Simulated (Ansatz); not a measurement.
The parent structure is Ge in the diamond structure (space group Fd-3m, No. 227; a = 5.676 Å). Axes: x, y, z lie along the cube axes.

Now apply this change: the cell is stretched by 1.88 % along x with no lateral relaxation; the atoms relax in the strained cell.

Levels (all Ansatz, a quantum-chemistry and plane-wave program, PAW, earlier PAW set): PBEsol (420 eV, no spin-orbit coupling); r2SCAN (500 eV, no spin-orbit coupling); PBEsol+SOC (420 eV, spin-orbit coupling included).

One geometry, relaxed with PBEsol, under each level:

| level | band gap | pressure |
|---|---|---|
| PBEsol | zero | -1.2 GPa |
| r2SCAN | 0.11 eV | -1.3 GPa |
| PBEsol+SOC | ___ | -1.2 GPa |

Task: Give the withheld PBEsol+SOC results.

Result: 
- PBEsol+SOC, band gap: zero

Single points use the geometry relaxed with PBEsol. Their cutoffs differ, which shifts pressures a little. Differences between runs with and without spin-orbit coupling are approximate. Whether these cells are dynamically stable was not tested. A zero or small gap of Ge can be the functional's error rather than a property of the material.
